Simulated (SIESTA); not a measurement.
SIESTA is run on Cd (P6_3/mmc, 2 atoms in the cell), and the run fails. The aim is a self-consistent single point with DFT, GGA PBE, numerical atomic orbitals DZP, PseudoDojo PBE standard norm-conserving potentials (rewritten from UPF to PSML).

Cell that was meant: a = 2.9546 Å, b = 2.9546 Å, c = 5.8783 Å, α = 90.00°, β = 90.00°, γ = 120.00°.

Part of the input:

```
OccupationFunction           FD
ElectronicTemperature        50.0 meV

MaxSCFIterations             4
SCF.Mixer.Method             Broyden
SCF.Mixer.Weight             0.1
SCF.Mixer.History            6
```

Output, abridged:

```
        iscf     Eharris(eV)        E_KS(eV)     FreeEng(eV)     dDmax    Ef(eV) dHmax(eV)
   scf:    1    -9529.091230    -9538.637537    -9538.642527  0.576281 -1.816624  7.064656
   scf:    2    -9540.162584    -9539.428285    -9539.433272  0.088688 -1.922441  5.473354
   scf:    3    -9541.142982    -9540.572606    -9540.577511  0.287470 -2.262632  0.217560
   scf:    4    -9540.573509    -9540.573606    -9540.578494  0.013475 -2.287092  0.083861
SCF_NOT_CONV: SCF did not converge in maximum number of steps (required).
SCF_NOT_CONV: SCF did not converge in maximum number of steps (required).
Geom step, scf iteration, dDmax, dHmax:    0     4      0.013475     0.006164
Geom step, scf iteration, dDmax, dHmax:    0     4      0.013475     0.006164

ABNORMAL_TERMINATION
ABNORMAL_TERMINATION
Stopping Program from Node:    0
Stopping Program from Node:    0
```

What is wrong, and how is it fixed?

The fault is an iteration limit that is too low. The loop is cut before its threshold is met, so whatever is printed at the end is not self-consistent. To fix it, raise the limit, or leave it to the default. The run ended unconverged after 4 iterations.

The sound input it was made from differs as follows (other fixes are possible):
```diff
-MaxSCFIterations             4
+MaxSCFIterations             150
```

With that input, the run converged in 9 iterations: free energy E − TS -9540.5791 eV; Fermi level (on the code's own zero) -2.36 eV; pressure 0.01 GPa (DFT, GGA PBE, numerical atomic orbitals DZP, PseudoDojo PBE standard norm-conserving potentials (rewritten from UPF to PSML)).

On the sound input: the starting cell comes from a database of computed structures (which also holds hypothetical and non-ambient phases and stackings), without a prior relaxation at this level. Its lattice was rescaled by a random factor within 2.5 % of one. Values carry the incompleteness of an atom-centred basis.
